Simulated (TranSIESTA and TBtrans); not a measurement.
System: tetramethyldisilane held by direct bond between two Au chains. Leads: straight Au chain, spacing 2.55 Å. Geometry: 20 atoms about the centre moved by SIESTA (PBE, SZP) to a largest force of 0.04 eV/Å, all others as built. Transport runs along z; the first 6 and the last 6 of the 36 atoms are the lead cells, repeated to infinity.

```xyz
36
Lattice="13.751 0.000 0.000 0.000 13.751 0.000 0.000 0.000 49.091" Properties=species:S:1:pos:R:3 pbc="F F T"
Au     6.876     6.876     0.000
Au     6.876     6.876     2.550
Au     6.876     6.876     5.100
Au     6.876     6.876     7.650
Au     6.876     6.876    10.200
Au     6.876     6.876    12.750
Au     6.876     6.876    15.300
Au     6.876     6.876    17.850
Au     6.896     6.405    20.411
Si     6.843     7.668    22.336
C      8.335     8.847    22.697
C      5.266     8.730    22.697
Si     6.909     6.081    24.202
C      8.486     5.020    23.836
C      5.417     4.903    23.836
H      8.250     9.184    23.807
H      8.409     9.808    22.054
H      9.353     8.301    22.610
H      5.122     9.684    22.054
H      5.329     9.073    23.807
H      4.288     8.114    22.612
H      8.423     4.684    22.724
H      8.628     4.061    24.474
H      9.464     5.634    23.926
H      4.400     5.449    23.931
H      5.345     3.937    24.473
H      5.498     4.574    22.723
Au     6.854     7.341    26.131
Au     6.876     6.876    28.691
Au     6.876     6.876    31.241
Au     6.876     6.876    33.791
Au     6.876     6.876    36.341
Au     6.876     6.876    38.891
Au     6.876     6.876    41.441
Au     6.876     6.876    43.991
Au     6.876     6.876    46.541
```

Run with TranSIESTA and TBtrans (open boundaries, self-consistent; PseudoDojo norm-conserving potentials, scalar-relativistic): PAO.BasisSize DZP, PAO.EnergyShift 0.15 eV, XC.Authors PBE, Mesh.Cutoff 150 Ry, ElectronicTemperature 300 K, TS.Voltage 0.0 eV, TBT.Elecs.Eta 0.001 eV, no spin polarisation.

Energies count from the leads' Fermi level. Transmissions are for one spin of a degenerate pair. The energy step is 0.02 eV; narrower resonances are cut or missed.

```
E (eV)      T
------  -----
-0.20   0.776
-0.16   0.840
-0.12   0.877
-0.08   0.725
-0.04   0.635
0.00    0.556
0.04    0.570
0.08    0.568
0.12    0.565
0.16    0.563
0.20    0.562
```

Question: Give the zero-bias conductance in μS and the resistance at 300 K.

Answer: At the Fermi level T = 0.556. Averaged with −∂f/∂E over the full grid (kT = 25.9 meV) it is 0.597. With G0 = 2e²/h = 77.48 μS, G = 46.3 μS and R = 1/G = 21.6 kΩ.

Question: The eigenchannels at the Fermi level transmit 0.556. What Fano factor of the shot noise follows at low temperature and bias?

Answer: F = Σ τ(1 − τ)/Σ τ = 0.247/0.556 = 0.44.

The leads' channel count changes near -0.01 eV, within the thermal window, so values at the Fermi level hang on where that band edge falls. The leads are straight chains one atom wide, held at their spacing: model electrodes, not surfaces. Semilocal functionals put molecular levels too close to the Fermi level and tend to overestimate such conductances.
